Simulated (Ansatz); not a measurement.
Input and output of a self-consistent single point for HfPd₂ (I4mm, 3 atoms in the cell) (Ansatz, an electronic-structure program).

Level of theory: PBEsol, harder PAW files (source: ansatz) made with PBE (plane waves; Ansatz).

The change in words: lattice scaled by 0.98; basis.ecutwfc: 420 eV → 510 eV; hamiltonian.pseudopotentials: {kind: paw} (the program's default PAW files) → {kind: paw, source: ansatz}. Reference geometry:
```
CELL_PARAMETERS angstrom
     -1.69453     1.69453     4.34401
      1.69453    -1.69453     4.34401
      1.69453     1.69453    -4.34401
ATOMIC_POSITIONS crystal
  Hf 0.00575 0.00575 0.00000
  Pd 0.33903 0.33903 0.00000
  Pd 0.66097 0.66097 0.00000
```

Reference input (self-consistent single point, DFT, PBEsol, plane waves, default PAW files made with PBE): basis.ecutwfc = 420 eV; kpoints.mp_grid.grid = 10 10 10; hamiltonian.xc = pbesol; hamiltonian.pseudopotentials = {kind: paw} (the program's default PAW files); scf.occupations.method = fermi_dirac; scf.occupations.width = 0.1 eV. This run's input differs from it in these lines:

Ansatz 0.2 input:
```diff
@@ -3,11 +3,11 @@
   lattice:
-    - [-1.694531, 1.694531, 4.344014]
-    - [1.694531, -1.694531, 4.344014]
-    - [1.694531, 1.694531, -4.344014]
+    - [-1.660640, 1.660640, 4.257134]
+    - [1.660640, -1.660640, 4.257134]
+    - [1.660640, 1.660640, -4.257134]
   atoms:
-    - { symbol: Hf, position_ang: [0.000000, -0.000000, 0.050000] }
-    - { symbol: Pd, position_ang: [0.000000, -0.000000, 2.945502] }
-    - { symbol: Pd, position_ang: [-0.000000, 0.000000, 5.742526] }
+    - { symbol: Hf, position_ang: [-0.000000, 0.000000, 0.049000] }
+    - { symbol: Pd, position_ang: [-0.000000, 0.000000, 2.886592] }
+    - { symbol: Pd, position_ang: [-0.000000, 0.000000, 5.627676] }
 basis:
-  ecutwfc: 420.0
+  ecutwfc: 510.0
 kpoints:
@@ -16,3 +16,3 @@
   xc: pbesol
-  pseudopotentials: { kind: paw }
+  pseudopotentials: { kind: paw, source: ansatz }
 scf:
```

Output, abridged:

```
SCF iter   1: F=—  HF=-29457.785735 eV  |F-HF|=—  |Δ(HF+E_count)|=         —  Δρ=5.25e-1  dr2=2.43e2  ethr=3.10e-3  ⟨swp⟩=4.5  Hψ=12241  notcnv=0
all-band conjugate gradients solve this SCF's bands
preconditioner: auto → Kerker (q_TF=auto, 2.858 Å⁻¹)
SCF iter   2: F=—  HF=-29439.504936 eV  |F-HF|=—  |Δ(HF+E_count)|=    1.83e1  Δρ=2.63e-1  dr2=6.49e1  ethr=3.10e-3  ⟨swp⟩=3.0  Hψ=9035  notcnv=0
   [... lines left out ...]
SCF iter   7: F=—  HF=-29431.959089 eV  |F-HF|=—  |Δ(HF+E_count)|=   8.40e-3  Δρ=1.49e-3  dr2=7.60e-4  ethr=5.89e-5  ⟨swp⟩=2.0  Hψ=6376  notcnv=0  defer=35
SCF iter   8: F=—  HF=-29431.958989 eV  |F-HF|=—  |Δ(HF+E_count)|=   9.99e-5  Δρ=3.11e-4  dr2=8.12e-5  ethr=1.23e-6  ⟨swp⟩=2.0  Hψ=5176  notcnv=0  defer=35
SCF iter   9: F=—  HF=-29431.958963 eV  |F-HF|=—  |Δ(HF+E_count)|=   2.60e-5  Δρ=5.12e-5  dr2=1.36e-6  ethr=1.31e-7  ⟨swp⟩=2.0  Hψ=4803  notcnv=0  defer=35
SCF iter  10: F=-29431.958963 eV  HF=-29431.958963 eV  |F-HF|=8.18e-8  |Δ(HF+E_count)|=   5.73e-8  Δρ=1.75e-5  dr2=9.77e-8  ethr=1.61e-10  ⟨swp⟩=5.9  Hψ=19710  notcnv=0
SCF 1 converged in 10 iterations: F = -29431.958963 eV  dr2 = 9.77e-8
Free energy (F): -29431.958963 eV
Internal energy: -29431.907342 eV  (E = F + TS)
E sigma→0 (E₀):  -29431.933153 eV
Entropy (-TS):   -0.051621 eV (-17.207 meV/atom)
Fermi energy:    21.201085 eV
--- Forces (eV/Å), atoms counted from 1 ---
  atom   1  Hf    -0.00000000     0.00000000    -0.48211810
  atom   2  Pd     0.00000000     0.00000000    -0.05772572
  atom   3  Pd    -0.00000000    -0.00000000     0.54010483
--- Stress (GPa, compression-positive) ---
       10.900306      -0.000000       0.000000
       -0.000000      10.900306      -0.000000
        0.000000      -0.000000      11.285955
  P = ⅓ Tr σ = 11.0289 GPa (110.289 kbar)
  The stress holds the Pulay correction. Without it, at fixed plane waves, as pw.x and ABINIT print it: P = 9.5358 GPa
```

The run converged in 10 iterations. Against the reference run the pressure goes from -1.24 to 11.03 GPa and the largest force goes from 0.378 to 0.540 eV/Å.

The starting cell comes from a database of computed structures (which also holds hypothetical and non-ambient phases and stackings), without a prior relaxation at this level. Its lattice was rescaled by up to half a per cent. One atom was moved a little off its site on purpose. For this run, on top of that: lattice scaled by 0.98. Spin polarisation is off. Ansatz's pressure includes its estimate of the finite-basis (Pulay) stress. Without the estimate this run gives 9.54 GPa. The cutoff lies below the one recommended for these files.
